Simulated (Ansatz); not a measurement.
System: antifluorite K2Te. Method: BLYP (PAW; Ansatz, a first-principles code).

Numerical settings: plane-wave cutoff 520 eV, 8×8×8 k mesh, Fermi–Dirac smearing 0.01 eV, scalar-relativistic PAW data made under PBE.

Energies at three volumes about the minimum:

```tsv
V (Å³/atom)	E − E_lowest (meV/atom)
47.660	0.73
48.633	0.00
49.606	0.71
```

Question: Fit a parabola by hand: where is the minimum, what lattice constant follows, and what is the bulk modulus?

Answer: Slopes: (0.00 − 0.73)/(48.633 − 47.660) = -0.750 and (0.71 − 0.00)/(49.606 − 48.633) = 0.730 meV/Å³. Curvature E″ = 2 × (0.730 − (-0.750))/(49.606 − 47.660) = 1.521 meV/Å⁶. From the middle of the first interval, the slope vanishes at V0 = 48.1465 − (-0.750)/1.521 = 48.640 Å³/atom. B = V0 E″ = 48.640 × 1.521 meV/Å³ × 0.1602 GPa per meV/Å³ = 11.9 GPa. With 12 atoms in the cube, a = (12 × 48.640)^(1/3) = 8.357 Å. The full Birch–Murnaghan fit to all volumes gives V0 = 48.622 Å³/atom and B0 = 11.8 GPa.

Note: the relaxation could not lower the start's symmetry, so the cell can be a saddle point above a distorted one; the volume lies 8 % above that of the published cell.
